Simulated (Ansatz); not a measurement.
Base system: Ba in the bcc (W type) structure (space group Im-3m, No. 229).

```
CELL_PARAMETERS angstrom
     -2.44083     2.44083     2.44083
      2.44083    -2.44083     2.44083
      2.44083     2.44083    -2.44083
ATOMIC_POSITIONS crystal
  Ba 0.00000 0.00000 0.00000
```

Level of theory: PBEsol/PAW in Ansatz (an electronic-structure program), no SOC, earlier PAW set.

Base values:

| Item | Result |
|---|---|
| Magnetic state | not spin-polarised |
| Shortest interatomic distance | 4.228 Å |

The change: every Ba is replaced by Nd, then cell and atoms are relaxed.

Tabulated Pauling electronegativity and covalent radius: Ba 0.89, 2.15 Å; Nd 1.14, 2.01 Å.

How does this affect the magnetic state?

The magnetic state goes from not spin-polarised to ferromagnetic.

What does the calculation give for the shortest interatomic distance after the change?

The shortest interatomic distance shrinks by 0.972 Å (4.228 Å → 3.256 Å).

Other magnetic orders, which the real material may have, were not ruled out. The 4f electrons are in the valence with no U and their state was not checked, so volumes and moments can be off. Stability against distortions was not tested. For Nd in this form, whether it has been made was not checked. This is not the structure that Nd has at room temperature and ambient pressure.
